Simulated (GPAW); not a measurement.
# Input and output of a self-consistent single point for ZnS (F-43m, 2 atoms in the cell) (GPAW)

Method of the run: PBE, GPAW PAW datasets PBE (gpaw-data 1.0.1) (plane waves; GPAW 25.7.0).

Input:

```python
from ase import Atoms
from ase.units import GPa
from gpaw import GPAW, PW, FermiDirac

atoms = Atoms(['Zn', 'S'],
              cell=[[0.000000, 2.690183, 2.690183],
                    [2.690183, 0.000000, 2.690183],
                    [2.690183, 2.690183, 0.000000]],
              positions=[[0.000000, 0.000000, 0.000000],
                         [1.345092, 1.345092, 1.345092]],
              pbc=True)

calc = GPAW(mode=PW(800),
            xc='PBE',
            kpts=(11, 11, 11),
            occupations=FermiDirac(0.01),
            nbands=-6,
            convergence={'density': 1e-05, 'energy': 1e-05, 'bands': -4},
            symmetry={'symmorphic': False, 'tolerance': 0.0005},
            maxiter=120)

atoms.calc = calc

energy = atoms.get_potential_energy()
print('Energy (eV):', round(energy, 6))
forces = atoms.get_forces()
print('Forces (eV/Ang):')
print(forces.round(5))
stress = atoms.get_stress()
print('Stress (GPa, Voigt):', (stress / GPa).round(4))
```

Log, with long lists cut:

```
Input parameters:
  convergence: {bands: -4,
                density: 1e-05,
                energy: 1e-05}
  kpts: [11 11 11]
  maxiter: 120
  mode: {ecut: 800.0,
         name: pw}
  nbands: -6
  occupations: {fixmagmom: False,
                name: fermi-dirac,
                width: 0.01}
  symmetry: {symmorphic: False,
             tolerance: 0.0005}
  xc: PBE

species:
  Zn:
    name: Zinc
    Z: 30.0
    valence: 12
    core: 18
    charge: 0.0
    file: Zn.PBE.gz

    # Using partial waves for Zn as LCAO basis

  S:
    name: Sulfur
    Z: 16.0
    valence: 6
    core: 10
    charge: 0.0
    file: S.PBE.gz

    # Using partial waves for S as LCAO basis

Reference energy: -59718.946550  # eV

Spin-paired calculation

Convergence criteria:
 Maximum [total energy] change in last 3 cyles: 1e-05 eV / valence electron
 Maximum integral of absolute [dens]ity change: 1e-05 electrons / valence electron
 Maximum integral of absolute [eigenst]ate change: 4e-08 eV^2 / valence electron
 Maximum number of scf [iter]ations: 120

Symmetries present (total): 24
Symmetries with fractional translations: 0
1331 k-points: 11 x 11 x 11 Monkhorst-Pack grid
56 k-points in the irreducible part of the Brillouin zone
       k-points in crystal coordinates                weights
   0:     0.00000000    0.00000000    0.00000000          1/1331
   1:     0.09090909    0.09090909    0.00000000          6/1331
   2:     0.09090909    0.09090909    0.09090909          8/1331
   [... 7 lines left out ...]
          ...
  55:     0.45454545    0.45454545    0.45454545          8/1331

Wave functions: Plane wave expansion
  Cutoff energy: 800.000 eV
  Number of coefficients (min, max): 1989, 2017
  Pulay-stress correction: 0.000000 eV/Ang^3 (de/decut=0.000000)

Occupation numbers: Fermi-Dirac:
  width: 0.0100  # eV

Eigensolver

Densities:
  Coarse grid: 25*25*25 grid
  Fine grid: 50*50*50 grid
  Total Charge: 0.000000

Density mixing:
  Method: separate
  Backend: pulay
  Linear mixing parameter: 0.05
  old densities: 5
  Damping of long wavelength oscillations: 50

Hamiltonian:
  XC and Coulomb potentials evaluated on a 50*50*50 grid
  External potential:
    NoExternalPotential

XC parameters: PBE with 2 nearest neighbor stencil

Number of atoms: 2
Number of atomic orbitals: 13
Number of bands in calculation: 15
Number of valence electrons: 18
Bands to converge: 11

Density initialized from atomic densities
  13 bands from LCAO basis set
  2 bands from random numbers

Atomic positions and initial magnetic moments

Positions:
   0 Zn     0.000000    0.000000    0.000000    ( 0.0000,  0.0000,  0.0000)
   1 S      1.345092    1.345092    1.345092    ( 0.0000,  0.0000,  0.0000)

Unit cell:
           periodic     x           y           z      points  spacing
  1. axis:    yes    0.000000    2.690183    2.690183    25     0.1243
  2. axis:    yes    2.690183    0.000000    2.690183    25     0.1243
  3. axis:    yes    2.690183    2.690183    0.000000    25     0.1243

  Lengths:   3.804493   3.804493   3.804493
  Angles:   60.000000  60.000000  60.000000

Effective grid spacing dv^(1/3) = 0.1356

     iter     time        total  log10-change:
                         energy   eigst   dens
iter:   1 --:--:--    -7.210002   +0.96
iter:   2 --:--:--    -7.187738   +0.27  -1.17
iter:   3 --:--:--    -6.922000   -0.81  -1.21
iter:   4 --:--:--    -6.937061   -1.62  -1.51
iter:   5 --:--:--    -6.978646   -1.47  -1.63
iter:   6 --:--:--    -6.955853   -3.26  -2.20
iter:   7 --:--:--    -6.965253   -3.71  -2.28
iter:   8 --:--:--    -6.920314   -1.97  -2.23
iter:   9 --:--:--    -6.920815   -3.09  -3.18
iter:  10 --:--:--    -6.920720   -4.73  -3.24
iter:  11 --:--:--    -6.920814c  -4.65  -3.30
iter:  12 --:--:--    -6.920838c  -5.52  -3.61
iter:  13 --:--:--    -6.920758c  -4.21  -3.55
iter:  14 --:--:--    -6.920734c  -5.85  -3.90
iter:  15 --:--:--    -6.920732c  -6.31  -4.29
iter:  16 --:--:--    -6.920732c  -6.63  -4.48
iter:  17 --:--:--    -6.920732c  -8.40c -4.62
iter:  18 --:--:--    -6.920732c  -7.12  -4.65
iter:  19 --:--:--    -6.920732c  -8.48c -4.97
iter:  20 --:--:--    -6.920732c  -8.79c -4.98
iter:  21 --:--:--    -6.920732c  -8.46c -5.15c

Converged after 21 iterations.

Dipole moment: (-3.015206, -3.015206, -3.015206) |e|*Ang

Energy contributions relative to reference atoms: (reference = -59718.946550)

Kinetic:        +11.673254
Potential:       -9.864569
External:        +0.000000
XC:              -8.807804
Entropy (-ST):   -0.000000
Local:           +0.078387
SIC:             +0.000000
--------------------------
Free energy:     -6.920732
Extrapolated:    -6.920732

Showing only first 2 kpts
 Kpt  Band  Eigenvalues  Occupancy
  0     7      3.89725    2.00000
  0     8      3.89725    2.00000
  0     9      6.05673    0.00000
  0    10     10.25724    0.00000

  1     7      3.66375    2.00000
  1     8      3.66375    2.00000
  1     9      6.79379    0.00000
  1    10      9.84593    0.00000

Fermi level: 4.57495

Gap: 2.159 eV
Transition (v -> c):
  (s=0, k=0, n=8, [0.00, 0.00, 0.00]) -> (s=0, k=0, n=9, [0.00, 0.00, 0.00])
No difference between direct/indirect transitions
Energy (eV): -6.920732

Forces in eV/Ang:
  0 Zn    0.00000    0.00000    0.00000
  1 S    -0.00000    0.00000   -0.00000

Stress tensor:
    -0.016883     0.000000     0.000000
     0.000000    -0.016883     0.000000
     0.000000     0.000000    -0.016883
Stress (GPa, Voigt): [-2.705 -2.705 -2.705  0.     0.     0.   ]
```

The run converged in 21 iterations. GPAW prints stress with tension positive.

The starting cell comes from a database of computed structures (which also holds hypothetical and non-ambient phases and stackings), without a prior relaxation at this level. Its lattice was rescaled by a random factor within 2.5 % of one.
